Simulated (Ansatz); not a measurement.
CO on the 1x1 (100) surface of fcc Cu, one in a 2x2 cell, energies for each (26.4 Å²). Energies are against CO(g), without zero-point or thermal terms; each row is named by its start.

All values below come from PBE (plane waves to 420 eV, PAW; Ansatz, a first-principles code).

Model: 18-atom slab, 5.3 Å thick at the start under the adsorbate (thin: gaps and levels are the slab's own), 6x6x1 mesh, Fermi-Dirac 0.1 eV, dipole correction, 8 atoms held, the rest relaxed; each run with such symmetry as its start has; no spin, no spin-orbit, no U, no dispersion correction.

A negative adsorption energy means that the adsorbate is more stable on the surface than in its reference. Heights count from the host atoms within 0.3 Å of the top one.

| starting site | E_ads (eV) | height (Å) | nearest host atom (Å) | bonded to | Δ work function (eV) | lateral drift (Å) |
|---|---|---|---|---|---|---|
| top Cu | -0.83 | 1.97 | Cu 1.84 | Cu | 0.16 | 0.0 |
| hollow Cu-Cu-Cu-Cu over Cu at depth 1.8 Å | (withheld) | 1.17 | Cu 2.14 | 4 Cu | 0.84 | 0.0 |
| bridge Cu-Cu (span 2.6 Å) | -0.86 | 1.58 | Cu 1.98 | 2 Cu | 0.59 | 0.0 |

Problem. Complete the blanks.

Solution. 
- hollow Cu-Cu-Cu-Cu over Cu at depth 1.8 Å, E_ads (eV): -0.79
